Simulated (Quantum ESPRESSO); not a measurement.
# Equation of state of rock-salt SrO (space group 225): energy against volume (Quantum ESPRESSO, LDA)

```
CELL_PARAMETERS angstrom
      0.00000     2.47966     2.47966
      2.47966     0.00000     2.47966
      2.47966     2.47966     0.00000
ATOMIC_POSITIONS crystal
  Sr 0.00000 0.00000 0.00000
  O  0.50000 0.50000 0.50000
```

Method of the run: LDA (PZ), GBRV 1.5 ultrasoft (LDA) pseudopotentials (plane waves; Quantum ESPRESSO). Settings: ecutwfc = 52 Ry; ecutrho = 260 Ry; occupations = smearing; smearing = fd; degauss = 0.000734986 Ry; potentials = {Sr: sr_lda_v1.uspp.F.UPF, O: o_lda_v1.2.uspp.F.UPF}; K_POINTS = automatic 11 11 11 0 0 0; conv_thr = 1e-10 Ry. The cell above is the first row's. The rows scale it uniformly. In all rows fractional positions and the k mesh are held. E is the free energy at the stated smearing, counted from the lowest row.

```
V (Å^3/atom)  E (meV/atom)
------------  ------------
15.247               23.33
15.578               10.14
15.910                2.62
16.241                0.00
16.572                1.87
16.904                7.71
17.235               17.04
17.567               29.57
17.898                   ?
```

Task: Using the third-order Birch-Murnaghan form, a cubic in V^(-2/3), estimate the missing E at V = 17.898 from the other rows, showing the fit.

Result: With u = V^(-2/3) - 0.155, the rows have u = 0.007634, 0.005322, 0.003084, 0.000928, -0.001155, -0.003176, -0.005126, -0.007020. Least squares gives E = 0.316 - 782.64·u + 489351·u² + 1037874·u³. Residuals (row less fit): 0.009, -0.027, 0.033, -0.012, -0.001, 0.006, -0.006, 0.004; standard error 0.023 (degrees of freedom: 4). Its minimum lies at u = 0.000798, so V0 = (0.155798)^(-3/2) = 16.26. There d²E/du² = 983700 and d³E/du³ = 6227000, so B0 = (4/9) × 16.26^(-7/3) × 983700 × 0.160218 = 105 GPa (the last factor turns the table's units into GPa), and B0' = 4 + (2/3) × 0.155798 × (6227000)/983700 = 4.7. The program's pressures in the fitted runs (not shown) pass through zero at V = 16.24, 0.13 % from this V0. At the withheld row, u = -0.008851, so E = 0.316 - 782.64 × (-0.008851) + 489351 × (-0.008851)² + 1037874 × (-0.008851)³ = 44.859 meV/atom. The calculation gives 44.90 meV/atom, 0.041 meV/atom above the prediction (0.1 % of the range of E in the table). The row lies outside the fitted rows, so this is an extrapolation. From the scatter of the fitted rows alone, a prediction at this place has a standard error of 0.056 meV/atom, so the miss is 0.7 times that.

Carrying the step between the two nearest rows on in a straight line would have given 42.06, off by 2.84; series whose last step already gives the withheld value aren't shown. The scan was laid around a cell of about the measured size, scaled by a guess for this functional. The runs keep the symmetry of the cell, so they don't test it for distortions. Cutoffs and mesh are single choices, not tested for convergence of this quantity. Series with a scatter that would blur these digits, or in which a gap closes, are not shown. Nor are scans whose minimum lies at an end fitted in this form.
